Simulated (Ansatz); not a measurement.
**How the lattice parameter a of ZrC (model structure, started from the WC type, P-6m2, No. 187, 2 atoms in the cell) moves with the method**

No measured value is used here.

```tsv
level (code)	value (Å)
LDA (Ansatz)	3.215
PBE (Ansatz)	3.270
PBEsol (Ansatz)	3.237
PBE-D3(BJ) (Ansatz)	?
r²SCAN (Ansatz)	3.270
r²SCAN+rVV10 (Ansatz)	?
```

### Question
Fill in the missing entries.

### Answer

- PBE-D3(BJ) (Ansatz, a first-principles code), value (Å): 3.239
- r²SCAN+rVV10 (Ansatz), value (Å): 3.262

Cutoffs differ between the levels. Ansatz's density-functional and Hartree–Fock values are scalar-relativistic unless marked +SOC, with PAW data made under PBE.

A model structure was made by putting elements into a prototype or built by hand; it is no filed structure, need not be a known phase, and can be a saddle point held by its symmetry.
